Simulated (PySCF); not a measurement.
PySCF 2.14.0, WB97X/def2-tzvp, df: Si(Cl)2 (Cl[Si]Cl), 3 atoms. The geometry is a generated start, not checked to be a minimum at this level.

| Property | Value |
|---|---|
| task | energy and gradient |
| method | wb97x |
| basis | def2-tzvp |
| two-electron scheme | density fitting |
| mol.max_memory | 7000 MB |
| mf.init_guess | minao (default) |
| mf.DIIS | CDIIS (default) |
| mf.diis_space | 8 (default) |
| mf.conv_tol | 1e-09 (default) |
| basis functions (reference run) | 111 |
| grid points (reference run) | 285008 |

```xyz
3

Si     0.0486    -0.0425     0.8665
Cl     1.0098     1.2229    -0.4304
Cl    -1.0584    -1.1804    -0.4362
```
Charge 0, spin multiplicity 1.

The reference run has mf.grids.level = 8; it is not itself proven converged. One run each, on a shared machine, so no times are given.

Measured:

```csv
setting,grid points,energy against the reference,difference in forces (largest component)
the reference,285008,—,—
mf.grids.level = 6,186056,under 0.001 meV/atom,0.11 meV/Å
mf.grids.level = 5,129648,+0.0054 meV/atom,1.5 meV/Å
mf.grids.level = 4,86304,+0.028 meV/atom,0.63 meV/Å
mf.grids.level = 3 (default),56944,+0.0086 meV/atom,11 meV/Å
mf.grids.level = 2,35424,+0.21 meV/atom,5.6 meV/Å
mf.grids.level = 1,19048,−1.8 meV/atom,38 meV/Å
```

Problem. Predict the row for mf.grids.level = 0.

Solution. grid points: 4872; energy against the reference: +99 meV/atom; difference in forces (largest component): 440 meV/Å. Total energies are compared; such shifts often cancel in part in energy differences. The gradients leave out the derivatives of the grid weights.
